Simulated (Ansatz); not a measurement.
```
Pt
1.0
   -0.01687     1.94963     1.94963
    1.94963    -0.01687     1.94963
    1.94963     1.94963    -0.01687
Pt
1
Direct
  0.00000   0.00000   0.00000
```

Method: PBEsol, rigid bands (plane waves, PAW, scalar-relativistic; Ansatz, an electronic-structure program). Condition of this run: uniaxial stress along [111] of 2 GPa (compression positive) (the target of the relaxation). Cell: cell and atoms relaxed with PBEsol, then loaded as said.

Question: For narrow interconnects the product ρ₀λ of bulk resistivity and mean free path ranks metals, the lower the better. What is it here?

Answer: 3.5 ×10⁻¹⁶ Ω·m².

Question: And the Drude plasma energy and the root-mean-square Fermi velocity at 300 K?

Answer: 8.9 eV; 4.8e5 m/s.

A metal at this level (no band gap); rigid bands, thermally averaged at 300 K, both spins. Spin-orbit coupling is left out, which matters with elements this heavy. τ is one relaxation time for all states; the product of resistivity and mean free path takes one path for all states instead.
